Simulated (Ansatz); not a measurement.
**Competing hops of O vacancy in rock-salt MgO strained by -1.5 % along x and y, z held, charge state +2**

Consider O vacancy in rock-salt MgO strained by -1.5 % along x and y, z held, charge state +2. Calculation: PBE, PAW (plane waves to 420 eV; Ansatz, an electronic-structure program).

Settings: 64 host sites, the strained lattice (strain from the relaxed PBE one, atoms relaxed), a 2×2×2 k-point mesh shifted by half a step, smearing 0.01 eV, spin-restricted, no image-charge correction. No zero-point or tunnelling terms. The charge state is imposed; whether it is stable for some Fermi level was not computed. Forms of the defect that were not tried may lie lower.

```
Route                                                   Start site over the lowest site run (eV)  Hop (Å)  Forward barrier (eV)  Backward barrier (eV)                                         Neighbours at the start  Neighbours at the saddle                        Saddle order
------------------------------------------------------  ----------------------------------------  -------  --------------------  ---------------------  --------------------------------------------------------------  ------------------------  ----------------------------------
one O atom jumps into the vacancy from a nearby O site                                      0.00     2.85                  2.26                   2.26  Mg at 2.06, Mg at 2.09, 2 Mg at 2.10, Mg at 2.14, Mg at 2.18 Å            2 Mg at 1.81 Å  not checked, on a symmetry element
one O atom jumps into the vacancy from a nearby O site                                      0.00     2.82                  2.33                   2.33                      2 Mg at 2.05, 2 Mg at 2.13, 2 Mg at 2.15 Å            2 Mg at 1.80 Å  not checked, on a symmetry element
```

Paths come from nudged elastic bands with a climbing image. Of the routes that converged and passed our checks, the lowest saddle point lies 2.26 eV above the lowest of the sites run (one O atom jumps into the vacancy from a nearby O site); other sites, such as split forms, and other routes may lie lower. A band can be held on a symmetry element, so unchecked saddle points there may be too high.
